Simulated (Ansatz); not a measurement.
Ca3SnH2 (Cmcm, No. 63, 12 atoms in the cell; start COD 4323536) was calculated with LDA (PAW; Ansatz, an electronic-structure program).

Settings: plane-wave cutoff 520 eV, 6×6×8 k mesh (along the axes of the cell as run), Fermi–Dirac smearing 0.01 eV, scalar-relativistic PAW data made under PBE.

Cell (measured lattice):

```
Ca3SnH2
1.0
    4.43300    -5.68550     0.00000
    4.43300     5.68550     0.00000
    0.00000     0.00000     5.22000
Sn Ca H
2 6 4
Direct
  0.69300   0.30700   0.75000
  0.30700   0.69300   0.25000
  0.40940   0.18640   0.25000
  0.59060   0.81360   0.75000
  0.18640   0.40940   0.75000
  0.81360   0.59060   0.25000
  0.11050   0.88950   0.75000
  0.88950   0.11050   0.25000
  0.14900   0.14900   0.50000
  0.85100   0.85100   0.50000
  0.85100   0.85100   0.00000
  0.14900   0.14900   0.00000
```

Problem. Predict the band gap.

Solution. 
band gap: 0.09 eV

Note: the file's cell can be that of a phase stable at another temperature; cell and atoms aren't relaxed at this level (largest force component 0.13 eV/Å, pressure -2.8 GPa).

Spin–orbit coupling is not included; it can close the smallest gap of 0.09 eV.

The computed numbers hold no vibrational or temperature effects.
